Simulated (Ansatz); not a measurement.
Consider ZnS in the wurtzite structure (space group P6_3mc, No. 186; a = 3.7383 Å, c = 6.1429 Å). Axes: x lies along a and z along c of the hexagonal cell.

Computed with DFT with LDA, PAW potentials and a 420 eV plane-wave cutoff in Ansatz (a program for electronic structure), without spin-orbit coupling.

For the base:

| Property | Value |
|---|---|
| Pressure | 0.00 GPa |
| Electron mass | 0.15 mₑ along c, 0.18 mₑ across (at Γ) |

Modification: uniaxial strain ε_zz = +0.60 %, all other strain components held at zero; the atoms relax in the strained cell.

Q: Predict the new pressure and electron mass.

A: The pressure (mean of the normal stresses, compression positive) goes from zero to -0.53 GPa; the electron mass becomes 0.15 mₑ along z, 0.18 mₑ across (at Γ) (base: 0.15 mₑ along c, 0.18 mₑ across (at Γ)).

The levels and masses belong to the bands next to the band gap. Masses are band curvatures over ±0.01 Å⁻¹ around the edge. No phonon test of stability was made.
